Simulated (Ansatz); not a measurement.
The boundary is one mirror-built cell; no search for the lowest one was made.

The junction is Σ3 (111) symmetric tilt boundary in fcc Cu, with one Cl atom a cell (5.7 Å²) in the boundary, the cell area is 5.70 Å² and the transmission a spin is 0.1598. The channels of the lower lead comes out as 0.7988 and the channels of the upper lead comes out as 0.7988.

Method: PBE (plane waves, PAW; Ansatz, an electronic-structure program).

### Question
Work out the resistance-area product that the junction adds between diffusive leads.

### Answer
AR = A (h/2e²)[1/T − 1/(2N₁) − 1/(2N₂)] = 5.70 × 10⁻²⁰ m² × 12906 Ω × 5.01 = 3.7 × 10⁻¹⁵ Ω m².
